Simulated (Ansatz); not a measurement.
# hypothetical diamond B with two functionals, uniaxial strain ε_zz = +4.38 %

Start from B in the diamond structure (space group Fd-3m, No. 227; a = 4.052 Å; a hypothetical phase, not in the database extracts checked; relaxed with 0.1 eV smearing). Axes: x, y, z lie along the cube axes.

(Cell as relaxed with PBE.)

Levels (all Ansatz, a first-principles code, PAW): PBE (420 eV, no SOC); PBEsol (420 eV, no spin-orbit coupling).

Each level relaxes its own structure.

| base | PBE | PBEsol |
|---|---|---|
| volume per atom | 8.32 Å³ | 8.20 Å³ |
| lattice parameter a | 4.052 Å | 4.033 Å |
| band gap | zero | zero |

The change: the cell is stretched by 4.38 % along z with no lateral relaxation; the atoms relax in the strained cell.

| quantity | PBE | PBEsol |
|---|---|---|
| pressure (mean of the normal stresses, compression positive) | -7.2 GPa | (withheld) |
| shortest interatomic distance | 1.781 Å | (withheld) |
| band gap | zero | (withheld) |
| energy relative to the base (free energy F) | +5.3 meV/atom | (withheld) |

What does PBEsol give?


- pressure (mean of the normal stresses, compression positive), PBEsol: -7.5 GPa
- shortest interatomic distance, PBEsol: 1.772 Å
- band gap, PBEsol: zero
- energy relative to the base (free energy F), PBEsol: +5.3 meV/atom

PBE's pressure lies 0.3 GPa above PBEsol's; PBE's shortest interatomic distance lies 0.009 Å above PBEsol's (0.5 %); the two agree on the band gap and energy relative to the base. Neither level is exact; PBEsol is the comparison here, not a measurement.

No phonon test of stability was made.
